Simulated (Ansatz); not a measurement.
Consider Rh in the fcc (Cu type) structure (space group Fm-3m, No. 225; relaxed with 0.1 eV smearing).

```
CELL_PARAMETERS angstrom
      0.00000     1.90082     1.90082
      1.90082     0.00000     1.90082
      1.90082     1.90082     0.00000
ATOMIC_POSITIONS crystal
  Rh 0.00000 0.00000 0.00000
```

Cartesian axes are those of the cell as printed.

Computed with Ansatz (a quantum-chemistry and plane-wave program), r2SCAN, PAW, cutoff 500 eV, no spin-orbit coupling, earlier PAW set.

Strains are applied to the cell and any free atomic positions relax; under biaxial strain the out-of-plane vector relaxes too; under stress the whole cell relaxes.

One change was made to it. Results:

The energy increases by 27 meV/atom; the volume per atom drops by 0.38 Å³ (13.74 Å³ → 13.36 Å³).

### Question
Name the change that was made.
(A) uniaxial stress, 8 GPa compression along z
(B) biaxial strain −0.38 %, plane normal [111], relaxed out of plane
(C) biaxial strain +1.14 %, plane normal [001], relaxed out of plane
(D) biaxial strain −2.52 %, plane normal [001], relaxed out of plane

### Answer
D, biaxial strain −2.52 %, plane normal [001], relaxed out of plane. For comparison, the energy relative to the base in the other runs: biaxial strain +1.14 %, plane normal [001], relaxed out of plane gives +5.0 meV/atom; uniaxial stress, 8 GPa compression along z gives +8.5 meV/atom; biaxial strain −0.38 %, plane normal [111], relaxed out of plane gives +0.8 meV/atom.

Beyond what the load breaks, stability against distortions was not tested. All final runs are without spin polarisation.
